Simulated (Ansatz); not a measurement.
Band structure of Zn3Ag (P-6m2, 4 atoms in the cell).

```
CELL_PARAMETERS angstrom
      2.87804     0.00000     0.00000
     -1.43902     2.49246     0.00000
      0.00000     0.00000     8.65170
ATOMIC_POSITIONS crystal
  Zn 0.66667 0.33333 0.50000
  Zn 0.33333 0.66667 0.25680
  Zn 0.33333 0.66667 0.74320
  Ag 0.66667 0.33333 0.00000
```

Computed with PBEsol, PAW files made with PBE (plane waves; Ansatz, a program for electronic structure).

Settings: kpoints.mp_grid.grid = 13 13 4; hamiltonian.xc = pbesol; hamiltonian.pseudopotentials = {kind: paw} (an earlier, softer set of the program's PAW files); scf.occupations.method = fermi_dirac; scf.occupations.width = 0.05 eV; kpoints.band_path.npoints = 8.

The starting cell comes from a database of computed structures (which also holds hypothetical and non-ambient phases and stackings), without a prior relaxation at this level. Its lattice was rescaled by a random factor within 2.5 % of one.

Levels in eV from the Fermi level, bands 25 to 32:
```csv
point,25,26,27,28,29,30,31,32
Γ,-4.93,-4.00,-4.00,-1.74,1.15,9.87,10.60,13.45
M,-3.19,-2.39,-1.87,-0.88,0.30,1.69,4.75,5.26
K,-1.15,-0.78,-0.43,0.37,1.68,1.88,2.04,3.11
A,-4.61,-4.02,-4.00,-4.00,4.34,5.15,13.53,13.53
L,-2.93,-2.84,-1.95,-1.10,1.85,2.08,2.80,3.80
H,-1.00,-0.95,-0.10,0.52,0.59,1.06,3.97,4.31
```

Bands cross the Fermi level along this path, so the cell is metallic at this level.

Keys are those of Ansatz 0.2.
